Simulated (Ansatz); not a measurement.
# Cubic perovskite CsHgBr₃ (idealised or unconfirmed structure): properties by level of theory

```json
[
 {"level (code)": "LDA (Ansatz)", "equilibrium lattice constant a (Å)": "(withheld)", "cohesive energy (eV/atom)": "2.57", "band gap (eV)": "0.00"},
 {"level (code)": "BLYP (Ansatz)", "equilibrium lattice constant a (Å)": "5.828", "cohesive energy (eV/atom)": "(withheld)", "band gap (eV)": "0.00"},
 {"level (code)": "PBEsol (Ansatz)", "equilibrium lattice constant a (Å)": "5.534", "cohesive energy (eV/atom)": "2.25", "band gap (eV)": "0.00"},
 {"level (code)": "r²SCAN-D4 (Ansatz)", "equilibrium lattice constant a (Å)": "(withheld)", "cohesive energy (eV/atom)": "2.27", "band gap (eV)": "0.00"},
 {"level (code)": "PBE0 (Ansatz)", "equilibrium lattice constant a (Å)": "5.612", "cohesive energy (eV/atom)": "2.01", "band gap (eV)": "0.00"}
]
```

Question: What belongs in the gaps?

Answer: 
- LDA (Ansatz, a first-principles code), equilibrium lattice constant a (Å): 5.442
- BLYP (Ansatz), cohesive energy (eV/atom): 1.73
- r²SCAN-D4 (Ansatz), equilibrium lattice constant a (Å): 5.577

Computed values are for a static lattice. Levels without +SOC have no spin–orbit coupling; where heavier elements are present it shifts gaps, mostly down, and can invert bands. A gap of zero means that the bands touch or overlap; how far they overlap is not shown.  LDA, BLYP, PBEsol, r²SCAN-D4, PBE0: the relaxation could not lower the start's symmetry, so the cell can be a saddle point above a distorted one. Each level is taken at its own relaxed cell. Cutoffs and k meshes differ between the levels. Ansatz's density-functional and Hartree–Fock values are scalar-relativistic unless marked +SOC, with PAW data made under PBE.

Caveats: the relaxation could not lower the start's symmetry, so the cell can be a saddle point above a distorted one (LDA, BLYP, PBEsol, r²SCAN-D4, PBE0). Ansatz's density-functional and Hartree–Fock values are scalar-relativistic unless marked +SOC, with PAW data made under PBE.

Free atoms are spin-polarised, in the lowest state found; at levels without +SOC their spin–orbit coupling is left out.

Computed values are for the static lattice.
